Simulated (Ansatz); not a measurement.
```
Li3BrO
1.0
    3.93649     0.00000     0.00000
    0.00000     3.93649     0.00000
    0.00000     0.00000     3.93649
Li Br O
3 1 1
Direct
  0.50000   0.00000   0.00000
  0.00000   0.50000   0.00000
  0.00000   0.00000   0.50000
  0.50000   0.50000   0.50000
  0.00000   0.00000   0.00000
```

Method: PBEsol, rigid bands (plane waves, PAW, scalar-relativistic; Ansatz, a program for electronic structure). Cell: cell and atoms relaxed with PBEsol.

Q: Predict the electron conductivity mass (n e² τ/σ) at 300 K, by direction if it differs.

A: 0.40 mₑ.

Q: And the band gap?

A: 4.32 eV at this level; semilocal functionals usually fall short of the measured gap.

Rigid bands, one relaxation time for all states, no polarons. Spin-orbit coupling is left out; where it splits the top of the valence band it changes the hole mass and lowers the gap by about a third of the splitting.

Computed structure with no diffraction record at hand here (it may be known, metastable or hypothetical): Li3OBr (Pm-3m).
